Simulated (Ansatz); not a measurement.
The starting structures come from a database of crystals and need not be the phases stable at ambient conditions.

Given:

```yaml
crystal:
  lattice:
    - [5.13009, 0.00000, 0.00000]
    - [0.00000, 5.17220, 0.00000]
    - [2.56504, 0.00000, 2.56504]
  atoms:
    - { symbol: Sc, position: [0.50000, 0.70585, 0.50000] }
    - { symbol: Sc, position: [0.00000, 0.29415, 0.50000] }
    - { symbol: O, position: [0.00000, 0.50000, 0.00000] }
    - { symbol: O, position: [0.50000, 0.50000, 0.00000] }
    - { symbol: F, position: [0.50000, 0.00000, 0.00000] }
    - { symbol: F, position: [0.00000, 0.00000, 0.00000] }
```

Space group of this cell: P4/nmm. The cell is taken as given; by r2SCAN its mean pressure is -4.8 GPa.

Transport runs along the normal of the first two printed cell vectors, the (110) plane of the conventional cell.

No gap correction and no spin-orbit coupling; mid-gap values are interpolated between computed energies.

Estimate the band gap and the smallest decay constant κ at mid-gap that r2SCAN run with Ansatz (an electronic-structure program) returns for this system.

Gap 4.86 eV on a 12×6×12 mesh; κ = 0.398 1/Å, at the zone centre.
